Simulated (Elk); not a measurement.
Elk run on CdO (Fm-3m, 2 atoms in the cell): self-consistent single point.

Method: LDA (PW92), all-electron FP-LAPW, Elk's shipped species files, APW+lo basis with extra local orbitals (Elk).

```yaml
crystal:
  lattice:
    - [0.00000, 2.34801, 2.34801]
    - [2.34801, 0.00000, 2.34801]
    - [2.34801, 2.34801, 0.00000]
  atoms:
    - { symbol: Cd, position: [0.00000, 0.00000, 0.00000] }
    - { symbol: O, position: [0.50000, 0.50000, 0.50000] }
```

Reference input (self-consistent single point, DFT, PBE, all-electron FP-LAPW, Elk's shipped species files, APW+lo basis with extra local orbitals): xctype = 20; rgkmax = 8; stype = 0; swidth = 0.00367493 Ha; ngridk = 10 10 10; tforce = true; gmaxvr = 18 1/bohr; lmaxapw = 10; lmaxo = 8; nxlo = 2; lorbcnd = true; lradstp = 2. This run's input differs from it in these lines:

```diff
@@ -2,5 +2,2 @@
   0
-
-xctype
-  20
```

Log, with long lists cut:

```
│ Self-consistent loop started │
│ Loop number : 1 │
 total energy                :     -5670.25645960
│ Loop number : 2 │
 total energy                :     -5670.33355620
RMS change in Kohn-Sham potential (target) :   0.2351564018     (  0.1000000000E-05)
Absolute change in total energy (target)   :   0.7709660595E-01 (  0.1000000000E-03)
│ Loop number : 3 │
 total energy                :     -5670.07092451
RMS change in Kohn-Sham potential (target) :   0.1845385690     (  0.1000000000E-05)
Absolute change in total energy (target)   :   0.2433575395     (  0.1000000000E-03)
│ Loop number : 4 │
   [... lines left out ...]
Absolute change in total energy (target)   :   0.4704542862E-03 (  0.1000000000E-03)
│ Loop number : 15 │
 total energy                :     -5665.82029915
RMS change in Kohn-Sham potential (target) :   0.9863321325E-07 (  0.1000000000E-05)
Absolute change in total energy (target)   :   0.1121411933E-03 (  0.1000000000E-03)
│ Loop number : 16 │
 total energy                :     -5665.82029606
RMS change in Kohn-Sham potential (target) :   0.1109822328E-07 (  0.1000000000E-05)
Absolute change in total energy (target)   :   0.2495040007E-04 (  0.1000000000E-03)
Convergence targets achieved

│ Loop number : 17 │

Energies :
 Fermi                       :     0.191887344513
 total energy                :     -5665.82029565

Density of states at Fermi energy :    1.733571428
 (states/Hartree/unit cell)

Estimated indirect band gap :   0.1884714990E-01
 from k-point      6 to k-point      2
Estimated direct band gap   :   0.6577639364E-01
 at k-point      2

Charges :
 core                        :    32.00000000
 valence                     :    24.00000000
 interstitial                :    1.808381025
 muffin-tins (core leakage)
  species :    1 (Cd)
   atom    1                 :    46.62594745     (  0.2643733685E-03)
  species :    2 (O)
   atom    1                 :    7.565671527     (  0.1170893604E-07)
 total in muffin-tins        :    54.19161898
   [... lines left out ...]
   total force               :    -0.00000000    0.00000000    0.00000000
   total magnitude           :     0.00000000
 species :    2 (O)
  atom :    1
   Hellmann-Feynman          :     0.00000000    0.00000000   -0.00000000
   IBS                       :    -0.00000000   -0.00000000    0.00000000
   total force               :     0.00000000   -0.00000000   -0.00000000
   total magnitude           :     0.00000000
```

The run converged in 17 iterations. The count includes the last loop, which Elk runs after its targets are met. 

The starting cell comes from a database of computed structures (which also holds hypothetical and non-ambient phases and stackings), without a prior relaxation at this level. Its lattice was rescaled by a random factor within 2.5 % of one. Values depend on the basis (sphere radii, cutoffs, local orbitals), which need not be converged. The run gives no clean gap (levels at the Fermi energy touch, overlap or are partly filled at this smearing), which alone does not show that the compound is a metal. The log's line on a gap gives a spacing of levels on this mesh, which the program prints for metals too.

Cost on one core of a shared machine: roughly 50 s.
